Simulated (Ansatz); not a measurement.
Consider LiNbO₃ (space group R3c, No. 161).

```
LiNbO3
1.0
    2.56733     1.48225     4.60804
   -2.56733     1.48225     4.60804
    0.00000    -2.96450     4.60804
Li Nb O
2 2 6
Direct
  0.28078   0.28078   0.28078
  0.78078   0.78078   0.78078
  0.99839   0.99839   0.99839
  0.49839   0.49839   0.49839
  0.10932   0.35998   0.71863
  0.71863   0.10932   0.35998
  0.35998   0.71863   0.10932
  0.21863   0.85998   0.60932
  0.85998   0.60932   0.21863
  0.60932   0.21863   0.85998
```

Cartesian axes are those of the cell as printed.

Calculations: PBEsol (Ansatz, a program for electronic structure; PAW; 420 eV plane waves; no SOC).

One thing is altered: the cell is compressed by 2.25 % along x with no lateral relaxation, atoms relaxed at fixed cell.

### Question
What happens to the stress?

### Answer
The stress (xx, yy, zz, yz, xz, xy; compression positive) amounts to (4.75, 1.51, 1.72, 0.19, 0.00, 0.00) GPa.

### Question
Predict the new largest internal atomic displacement.

### Answer
The largest internal atomic displacement amounts to 0.030 Å.

The cells carry an imposed strain or load. Whether these cells are dynamically stable was not tested.
